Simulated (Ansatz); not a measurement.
A computed series for BN: response to strain

The parent structure is BN in the wurtzite structure (space group P6_3mc, No. 186; a = 2.5232 Å, c = 4.1751 Å).

Strains are applied to the cell and any free atomic positions relax.

Calculations: plane-wave PAW DFT at the LDA level (Ansatz, a first-principles code, 420 eV), spin-orbit coupling left out.

Notes on the quantities. pressure: mean of the normal stresses, compression positive.

| isotropic strain (%) | pressure (GPa) |
|---|---|
| -3 | 43.4 |
| -2.4 | 33.4 |
| -1.8 | 24.2 |
| -1.2 | 15.5 |
| -0.6 | ? |
| 0 | 0.0 |

**Question.** Fit P = P₀ − Bδ + Cδ² with δ = (1 + ε)³ − 1 to the rows shown and predict the withheld row.

**Answer.** Least squares on the printed values gives P₀ = 0.0 GPa, B = 392 GPa (at held cell shape), C = 1190 GPa (largest residual 0.1 GPa); this predicts 7.4 GPa, and the run gives 7.5 GPa, in agreement.

Whether these cells are dynamically stable was not tested.
